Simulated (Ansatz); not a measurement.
Input:

```xyz
2
Lattice="0.0000 1.9831 1.9831 1.9831 0.0000 1.9831 1.9831 1.9831 0.0000" Properties=species:S:1:pos:R:3 pbc="T T T"
Li     0.0000     0.0000     0.0000
F      1.9831     1.9831     1.9831
```

All values below come from r2SCAN, rigid bands (plane waves, PAW, scalar-relativistic; Ansatz, a first-principles code). Condition of this run: hydrostatic pressure of 2.4 GPa (compression positive) (the target of the relaxation). How the cell was made: cell and atoms relaxed with PBEsol, then loaded as said.

Question: What conductivity effective mass do dilute electrons have at 300 K?

Answer: 0.91 mₑ.

Question: What conductivity effective mass do dilute holes have at 300 K?

Answer: 3.5 mₑ.

Question: And the band gap?

Answer: 10.50 eV at this level; semilocal functionals usually fall short of the measured gap.

Rigid bands, one relaxation time for all states, no polarons. Spin-orbit coupling is left out. Geometry: cell and atoms relaxed with PBEsol.
